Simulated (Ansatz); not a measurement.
## AlRu, pressure series

The parent structure is AlRu in the CsCl type structure (space group Pm-3m, No. 221; a = 3.0037 Å).

Cell and atoms are relaxed at each pressure.

Level of theory: PBE (Ansatz, a quantum-chemistry and plane-wave program, PAW, scalar-relativistic without spin-orbit coupling).

Two rows of this table had their results exchanged by mistake.

```json
[
 {"pressure": "pressure −2 GPa", "volume per atom (Å³)": "13.69", "shortest distance (Å)": "2.610", "band gap": "zero"},
 {"pressure": "pressure −1 GPa", "volume per atom (Å³)": "12.96", "shortest distance (Å)": "2.563", "band gap": "zero"},
 {"pressure": "pressure 0.3 GPa", "volume per atom (Å³)": "13.53", "shortest distance (Å)": "2.600", "band gap": "zero"},
 {"pressure": "pressure 0.7 GPa", "volume per atom (Å³)": "13.50", "shortest distance (Å)": "2.598", "band gap": "zero"},
 {"pressure": "pressure 1.5 GPa", "volume per atom (Å³)": "13.45", "shortest distance (Å)": "2.595", "band gap": "zero"},
 {"pressure": "pressure 3 GPa", "volume per atom (Å³)": "13.36", "shortest distance (Å)": "2.589", "band gap": "zero"},
 {"pressure": "pressure 5 GPa", "volume per atom (Å³)": "13.24", "shortest distance (Å)": "2.581", "band gap": "zero"},
 {"pressure": "pressure 7.5 GPa", "volume per atom (Å³)": "13.10", "shortest distance (Å)": "2.572", "band gap": "zero"},
 {"pressure": "pressure 10 GPa", "volume per atom (Å³)": "13.62", "shortest distance (Å)": "2.606", "band gap": "zero"}
]
```

Problem. Which two?

Solution. The rows for pressure −1 GPa and pressure 10 GPa: the volume has to fall steadily with pressure, so 13.62 Å³ belongs to pressure −1 GPa and 12.96 Å³ to pressure 10 GPa.

Load acts through the strain it causes; cell and atoms are relaxed under it. Whether these cells are dynamically stable was not tested. Competing high-pressure phases were not computed. The final runs are not spin-polarised.
